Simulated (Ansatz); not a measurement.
Si vacancy + N on the C site (V_Si+N_C) in 4H silicon carbide (start: the Si(k) site; C(h) 1.89 Å away; 96-site cell, 2×2×2 shifted sampling). The numbers are results of PBE, PAW (plane waves to 420 eV; Ansatz, a quantum-chemistry and plane-wave program), not measurements. Total energies of the localised charge states, counted from that of charge 0, and their image corrections (point charge with alignment); the host's valence-band maximum lies at 9.362 eV on the cells' energy zero and its gap is 2.23 eV.

```tsv
charge	moment (μB)	E − E(first) (eV)	correction (eV)
0	1.0	0.000	0.000
−1	2.0	9.758	0.414
−2	1.0	20.010	1.171
```

Problem. Derive the transition levels above the valence-band maximum and say which of them are thermodynamic.

Solution. A level is the Fermi energy at which two charges have equal formation energy: ε(q/q′) = [E(q′) + corr(q′) − E(q) − corr(q)] / (q − q′) − E_VBM.
ε(0/−1) = [(9.758 + 0.414) − (0.000 + 0.000)] / 1 − 9.362 = 0.81 eV
ε(−1/−2) = [(20.010 + 1.171) − (9.758 + 0.414)] / 1 − 9.362 = 1.65 eV
Thermodynamic levels at least 0.1 eV inside the gap: (0/−1) at 0.81 eV; (−1/−2) at 1.65 eV. Corrections reach 1.17 eV, so the outer levels may be off by several tenths of an eV. Only the charges listed were compared. Charge +1 has its level within 0.1 eV of a band edge or past it. The geometries come from one start. Flagged in the runs: a host whose relaxation on this sampling wasn't shown to rest.
